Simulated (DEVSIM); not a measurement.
Device: GaP p-i-n diode, at 300 K.

| layer (left to right) | material | thickness (μm) | Nd (cm⁻³) | Na (cm⁻³) | τn (s) | τp (s) |
|---|---|---|---|---|---|---|
| 1 | GaP | 0.260 | - | 3.6e17 | 9.9e-7 | 9.9e-7 |
| 2 | GaP | 11.0 | 6.6e12 | - | 9.9e-7 | 9.9e-7 |
| 3 | GaP | 0.280 | 1.9e18 | - | 9.9e-7 | 9.9e-7 |

Left contact: ohmic. Right contact: ohmic. Voltage is applied to the left contact. Recombination: SRH at mid-gap, Auger. Mobility is constant in doping.

Constants are typed, rounded textbook-type inputs, not results; the design itself was drawn at random and stands for no fabricated device. Values at 300 K.

| parameter | GaP |
|---|---|
| gap (eV) | 2.26 |
| affinity (eV) | 3.8 |
| permittivity | 11.1 |
| Nc (cm⁻³) | 1.8e19 |
| Nv (cm⁻³) | 1.9e19 |
| μn (cm²/Vs) | 250 |
| μp (cm²/Vs) | 150 |
| Cn (cm⁶/s) | 1e-30 |
| Cp (cm⁶/s) | 1e-30 |

DEVSIM, 1D drift-diffusion, Boltzmann statistics, complete ionisation; no tunnelling, impact ionisation, image-force lowering or self-heating.

The thickness of layer 3 was swept, all else fixed.

```csv
thickness of layer 3 (μm),dark forward voltage at 1 A/cm² (V),dark forward voltage at 100 A/cm² (V)
0.056,1.800,1.989
0.098,1.804,1.986
0.17,1.806,1.984
0.28,1.808,1.982
0.48,1.809,1.982
0.84,1.809,1.981
1.4,1.810,1.981
```

From the first row to the last the dark forward voltage at 1 A/cm² goes from 1.800 to 1.810. From the first row to the last the dark forward voltage at 100 A/cm² goes from 1.989 to 1.981.
